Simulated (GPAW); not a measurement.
GPAW run on ScIn₃ (Pm-3m, 4 atoms in the cell): self-consistent single point.

Computed with LDA (Perdew-Wang 92), GPAW PAW datasets LDA (gpaw-data 1.0.1) (plane waves; GPAW 25.7.0).

```
ScIn3
1.0
    4.49569     0.00000     0.00000
    0.00000     4.49569     0.00000
    0.00000     0.00000     4.49569
Sc In
1 3
Direct
  0.00000   0.00000   0.00000
  0.00000   0.50000   0.50000
  0.50000   0.00000   0.50000
  0.50000   0.50000   0.00000
```

Reference input (self-consistent single point, DFT PBEsol, plane waves, GPAW PAW datasets PBEsol (made by gpaw-setup)): mode = pw; ecut = 800 eV; xc = PBEsol; kpts = 6 6 6; mesh shift (steps) = 0 0 0; occupations.name = fermi-dirac; occupations.width = 0.1 eV; nbands = -10; symmetry.symmorphic = false; symmetry.tolerance = 0.0005; maxiter = 100. This run's input differs from it in these lines:

```diff
@@ -15,3 +15,3 @@
 calc = GPAW(mode=PW(800),
-            xc='PBEsol',
+            xc='LDA',
             kpts={'size': (6, 6, 6), 'gamma': True},
```

Its files differ too (potentials: GPAW PAW datasets LDA (gpaw-data 1.0.1)).

The program printed (abridged):

```
     iter     time        total  log10-change:
                         energy   eigst   dens
iter:   1 --:--:--   -17.400612
iter:   2 --:--:--   -17.409175   -0.50  -1.49
iter:   3 --:--:--   -17.224885   -0.98  -1.51
iter:   4 --:--:--   -17.257943   -2.13  -1.87
iter:   5 --:--:--   -17.191690   -2.15  -2.00
iter:   6 --:--:--   -17.259145   -2.48  -2.30
iter:   7 --:--:--   -17.177533   -2.54  -2.08
iter:   8 --:--:--   -17.176629   -3.73  -3.02
iter:   9 --:--:--   -17.176549c  -4.40  -3.03
iter:  10 --:--:--   -17.176548c  -4.49  -3.19
iter:  11 --:--:--   -17.176552c  -5.09  -3.46
iter:  12 --:--:--   -17.176490c  -5.93  -3.89
iter:  13 --:--:--   -17.176445c  -5.90  -4.04c
iter:  14 --:--:--   -17.176444c  -6.32  -4.56c
iter:  15 --:--:--   -17.176445c  -6.82  -4.66c
iter:  16 --:--:--   -17.176445c  -7.44c -4.64c
Converged after 16 iterations.

Dipole moment: (-0.000000, -0.000000, -0.000000) |e|*Ang

Energy contributions relative to reference atoms: (reference = -500244.499477)

Kinetic:        +23.454963
Potential:      -19.485084
External:        +0.000000
XC:             -21.772401
Entropy (-ST):   -0.052726
Local:           +0.652440
SIC:             +0.000000
--------------------------
Free energy:    -17.202808
Extrapolated:   -17.176445

Showing only first 2 kpts
 Kpt  Band  Eigenvalues  Occupancy
  0    23      5.88493    2.00000
  0    24      5.88493    2.00000
  0    25      9.10363    0.00000
  0    26      9.10363    0.00000

  1    23      6.01336    2.00000
  1    24      7.14717    1.99701
  1    25      8.98728    0.00001
  1    26      8.98728    0.00001

Fermi level: 7.79774

No gap
No difference between direct/indirect transitions
Energy (eV): -17.176445

Forces in eV/Ang:
  0 Sc   -0.00000    0.00000    0.00000
  1 In   -0.00000    0.00000    0.00000
  2 In    0.00000    0.00000    0.00000
  3 In    0.00000    0.00000    0.00000

Stress tensor:
     0.027899    -0.000000     0.000000
    -0.000000     0.027899     0.000000
     0.000000     0.000000     0.027899
Stress (GPa, Voigt): [ 4.47  4.47  4.47  0.    0.   -0.  ]
```

The run converged in 16 iterations. GPAW prints stress with tension positive. Against the reference run the pressure goes from -2.04 to -4.47 GPa.

The starting cell comes from a database of computed structures (which also holds hypothetical and non-ambient phases and stackings), without a prior relaxation at this level. With a pressure of about -4 GPa the cell is away from its equilibrium volume at this level.

Cost on one core of a shared machine: roughly 50 s.
